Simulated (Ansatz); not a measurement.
CH3 on the (100) surface of germanium (p(2x2) alternately buckled dimers; a constructed slab, bottom: dihydride, held), one in a cell of 66 Å², energies for each. Energies are against CH4(g) − ½ H2(g), without zero-point or thermal terms; each row is named by its start (#2, #3: further inequivalent places of a kind).

Computed with PBE (plane waves to 420 eV, PAW; Ansatz, an electronic-structure program).

Set-up: 44 atoms, 11.3 Å thick at the start with caps and adatoms under the adsorbate (thin: gaps and levels are the slab's own); mesh 3x3x1; 0.01 eV smearing; dipole correction on; 24 atoms held, the rest relaxed; each run with such symmetry as its start has; spin-polarised, no spin-orbit, no U, no dispersion correction.

A negative adsorption energy means that the adsorbate is more stable on the surface than in its reference. Starts that drift may end in the same place. Heights count from the host atoms within 0.3 Å of the top one. Moments of ungapped slabs depend on the mesh.

```
starting site                                                                                 E_ads (eV)  height (Å)  nearest host atom (Å)  bonded to  Δ work function (eV)  lateral drift (Å)  moment (μB)
--------------------------------------------------------------------------------------------  ----------  ----------  ---------------------  ---------  --------------------  -----------------  -----------
top Ge                                                                                              0.32        1.51                Ge 2.00         Ge                 -0.61                0.4          0.0
top Ge #2                                                                                           0.27        1.50                Ge 2.00         Ge                  0.15                1.1          0.3
over Ge at depth 1.6 Å                                                                              1.65        0.11                Ge 2.06         Ge                 -0.59                1.3          0.0
hollow Ge-Ge-Ge-Ge over Ge at depth 3.2 Å                                                           0.28        1.49                Ge 1.99         Ge                 -0.60                2.6          0.0
hollow Ge-Ge-Ge over Ge at depth 3.0 Å (the adsorbate ended below the top plane of the host)        3.04       -0.51                Ge 2.16         Ge                 -0.11                0.2          0.1
bridge Ge-Ge (span 4.1 Å)                                                                           0.27        1.51                Ge 2.00         Ge                  0.17                2.2          0.3
bridge Ge-Ge (span 2.4 Å)                                                                           0.32        1.50                Ge 2.00         Ge                 -0.64                1.7          0.0
```
